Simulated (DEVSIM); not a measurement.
System: Schottky contact on n-type GaP, at 400 K.

Layer 1 from the left is GaP, thickness (μm) 0.950, Nd (cm⁻³) 1.1e16, τn (s) 2e-6, τp (s) 2e-6.

Left contact: Schottky, work function 5.53 eV, emission velocity 1.2e7 cm/s. Right contact: ohmic. Voltage is applied to the left contact. Recombination: SRH at mid-gap, radiative, Auger. Mobility is μmin + (μ − μmin)/(1 + (N/Nref)^α).

Constants are typed, rounded textbook-type inputs, not results; the design itself was drawn at random and stands for no fabricated device. Values at 300 K; Nc and Nv go as T^1.5, mobilities as T to minus their exponent, the gap by Varshni's rule with the affinity fixed.

GaP: gap (eV) 2.26, affinity (eV) 3.8, permittivity 11.1, Nc (cm⁻³) 1.8e19, Nv (cm⁻³) 1.9e19, μn (cm²/Vs) 250, μp (cm²/Vs) 150, μn,min 10, μp,min 10, Nref,n 4.4e18, Nref,p 1e18, αn 0.8, αp 0.85, T exponent of μn 1.6, T exponent of μp 1.98, B (cm³/s) 1e-13, Cn (cm⁶/s) 1e-30, Cp (cm⁶/s) 1e-30, Varshni α (eV/K) 0.00058, Varshni β (K) 372.

Simulated with DEVSIM: 1D drift-diffusion, Boltzmann statistics, complete ionisation; no tunnelling, impact ionisation, image-force lowering or self-heating. Metal contacts follow the ideal Schottky-Mott rule: no Fermi-level pinning, no interface dipoles.

Dark forward current:

| |V| (V) | |J| (A/cm²) |
|---|---|
| 0.10 | 1.587e-13 |
| 0.15 | 5.140e-13 |
| 0.20 | 1.755e-12 |
| 0.25 | 6.452e-12 |
| 0.30 | 2.512e-11 |
| 0.35 | 1.013e-10 |
| 0.40 | 4.170e-10 |
| 0.45 | 1.733e-9 |
| 0.50 | 7.236e-9 |
| 0.55 | 3.027e-8 |
| 0.60 | 1.266e-7 |
| 0.65 | 5.292e-7 |
| 0.70 | 2.210e-6 |
| 0.75 | 9.208e-6 |
| 0.80 | 3.829e-5 |
| 0.85 | 0.0001588 |
| 0.90 | 0.0006565 |
| 0.95 | 0.002703 |
| 1.00 | 0.01107 |
| 1.05 | 0.04502 |
| 1.10 | 0.1812 |
| 1.15 | 0.7175 |
| 1.20 | 2.750 |
| 1.25 | 9.811 |
| 1.30 | 30.14 |
| 1.35 | 73.63 |

Q: Work out the local ideality factor n = ΔV / (kT/q · ln(J2/J1)) between the rows 0.15 and 0.20 V, 0.50 and 0.55 V, 1.30 and 1.35 V.

A: kT/q = 34.47 mV. From 0.15 to 0.20 V: ln(1.755e-12/5.140e-13) = 1.228, n = 1.18. From 0.50 to 0.55 V: ln(3.027e-8/7.236e-9) = 1.431, n = 1.01, near the 1 of diffusion or emission over a barrier. From 1.30 to 1.35 V: ln(73.63/30.14) = 0.893, n = 1.62; the layers' resistance at their doping, Σ W/(qμN) = 0.00034 Ω cm², would take 15 mV of this step of 50 mV.

Q: Estimate the current at 0.70 V for emission alone, J0 = q v N_band exp(−φB/kT), and read the barrier back from the simulated current.

A: φB = 1.730 eV, N_band = 2.77e19 cm⁻³, J0 = 8.51e-15 A/cm²; J = J0 (exp(qV/kT) − 1) = 5.62e-6 A/cm². The simulation gives 2.21e-6 A/cm²; the estimate lies 150 % above. Read backwards, the simulated current gives an apparent barrier of 1.762 eV. The estimate leaves out transport through the depletion region and minority injection.
